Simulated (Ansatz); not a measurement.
Take Bi (space group R-3m, No. 166; layered; relaxed with 0.1 eV smearing) as the base.

```yaml
crystal:
  lattice:
    - [2.26014, 1.30489, 4.01611]
    - [-2.26014, 1.30489, 4.01611]
    - [0.00000, -2.60978, 4.01611]
  atoms:
    - { symbol: Bi, position: [0.23365, 0.23365, 0.23365] }
    - { symbol: Bi, position: [0.76635, 0.76635, 0.76635] }
```

Cartesian axes are those of the cell as printed.

Calculations: r2SCAN+rVV10 (Ansatz, a program for electronic structure; PAW; 500 eV plane waves; spin-orbit coupling left out), earlier PAW set.

Base values:

- Shortest interatomic distance = 3.069 Å
- Band gap = zero
- Pressure = 0.0 GPa

One thing is altered: uniaxial strain ε_yy = −1.05 %, all other strain components held at zero, atoms relaxed at fixed cell.

**Question.** What happens to the shortest interatomic distance?

**Answer.** The shortest interatomic distance shrinks by 0.009 Å to 3.060 Å.

**Question.** Estimate the effect on the energy relative to the base.

**Answer.** The energy rises by 0.9 meV/atom.

**Question.** Predict the new band gap.

**Answer.** The band gap stays zero.

**Question.** Predict the new pressure.

**Answer.** The pressure (mean of the normal stresses, compression positive) goes from zero to 0.5 GPa.

With Bi present, leaving out spin-orbit coupling can change the band edges. No phonon test of stability was made.
